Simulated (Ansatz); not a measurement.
The parent structure is Mo in the bcc (W type) structure (space group Im-3m, No. 229; a = 3.161 Å).

Calculations: PBE (Ansatz, a first-principles code), no SOC.

Before the change:

- Band gap: zero
- Pressure: 0.0 GPa

Perturbation: an isotropic linear strain of +1.28 %, atoms relaxed at fixed cell.

Estimate the effect on the energy relative to the base, band gap and pressure.

The energy rises by 18 meV/atom; the band gap is still zero; the pressure goes from zero to -9.1 GPa.

No phonon test of stability was made. The final runs are not spin-polarised.
